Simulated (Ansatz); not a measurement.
Band structure of AlCoNi6 (P4/mmm, 8 atoms in the cell).

```yaml
crystal:
  lattice:
    - [3.52277, 0.00000, 0.00000]
    - [0.00000, 3.52277, 0.00000]
    - [0.00000, 0.00000, 7.07287]
  atoms:
    - { symbol: Al, position: [0.00000, 0.00000, 0.00000] }
    - { symbol: Co, position: [0.00000, 0.00000, 0.50000], spin: 3.0 }
    - { symbol: Ni, position: [0.50000, 0.50000, 0.00000], spin: 2.0 }
    - { symbol: Ni, position: [0.50000, 0.50000, 0.50000], spin: 2.0 }
    - { symbol: Ni, position: [0.50000, 0.00000, 0.25622], spin: 2.0 }
    - { symbol: Ni, position: [0.50000, 0.00000, 0.74378], spin: 2.0 }
    - { symbol: Ni, position: [0.00000, 0.50000, 0.25622], spin: 2.0 }
    - { symbol: Ni, position: [0.00000, 0.50000, 0.74378], spin: 2.0 }
```
(The spins are starting values, not results.)

Method of the run: LDA (PW92), PAW files made with PBE (plane waves; Ansatz, a first-principles code).

Settings: kpoints.mp_grid.grid = 5 5 3; hamiltonian.xc = lda; hamiltonian.pseudopotentials = {kind: paw} (the program's default PAW files); magnetization.spin_polarized = true; scf.occupations.method = gaussian; scf.occupations.width = 0.2 eV; kpoints.band_path.npoints = 8.

The starting cell comes from a database of computed structures (which also holds hypothetical and non-ambient phases and stackings), without a prior relaxation at this level. The magnetic order is the one reached from the typed start; others were not searched systematically.

Levels in eV from the Fermi level, bands 63 to 70 of the first spin channel:
```csv
point,63,64,65,66,67,68,69,70
Γ,-0.30,-0.30,-0.28,-0.28,1.44,1.44,1.52,6.49
X,-0.88,-0.78,-0.28,-0.14,0.20,0.81,0.83,6.16
M,-0.88,-0.47,-0.47,-0.47,-0.39,0.17,0.23,0.91
Z,-0.62,-0.52,-0.40,-0.30,-0.30,3.03,3.03,3.59
R,-0.80,-0.77,-0.66,-0.42,-0.41,2.58,2.81,3.01
A,-0.75,-0.74,-0.62,0.27,0.27,0.33,0.68,0.77
```

Bands cross the Fermi level along this path, so the cell is metallic at this level.

The net moment of the cell came out as 4.27 μB.

Keys are those of Ansatz 0.2.
